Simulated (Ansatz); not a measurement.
Pt, response to strain

Start from Pt in the fcc (Cu type) structure (space group Fm-3m, No. 225; a = 3.942 Å; relaxed with 0.1 eV smearing). Axes: x, y, z lie along the cube axes.

Strains are applied to the cell and any free atomic positions relax; under biaxial strain the out-of-plane vector relaxes too.

Computed with DFT with r2SCAN, PAW potentials and a 500 eV plane-wave cutoff in Ansatz (a program for electronic structure), scalar-relativistic without spin-orbit coupling.

Notes on the quantities. energy relative to the base: free energy F; pressure: mean of the normal stresses, compression positive.

```json
[
 {"case": "base", "energy relative to the base": "0 meV/atom", "pressure": "0.0 GPa", "ratio −ε⊥/ε∥": "–"},
 {"case": "biaxial strain −2.50 %, plane normal [111], relaxed out of plane", "energy relative to the base": "+22 meV/atom", "pressure": "6.5 GPa", "ratio −ε⊥/ε∥": "1.28"},
 {"case": "biaxial strain −2.08 %, plane normal [111], relaxed out of plane", "energy relative to the base": "+15 meV/atom", "pressure": "5.2 GPa", "ratio −ε⊥/ε∥": "1.27"},
 {"case": "biaxial strain −1.67 %, plane normal [111], relaxed out of plane", "energy relative to the base": "+9.2 meV/atom", "pressure": "4.0 GPa", "ratio −ε⊥/ε∥": "1.26"},
 {"case": "biaxial strain −1.25 %, plane normal [111], relaxed out of plane", "energy relative to the base": "+5.0 meV/atom", "pressure": "2.9 GPa", "ratio −ε⊥/ε∥": "1.25"},
 {"case": "biaxial strain −0.83 %, plane normal [111], relaxed out of plane", "energy relative to the base": "+2.2 meV/atom", "pressure": "1.9 GPa", "ratio −ε⊥/ε∥": "1.24"},
 {"case": "biaxial strain −0.42 %, plane normal [111], relaxed out of plane", "energy relative to the base": "+0.5 meV/atom", "pressure": "0.9 GPa", "ratio −ε⊥/ε∥": "–"}
]
```

Stability against distortions was not tested. All final runs are without spin polarisation.
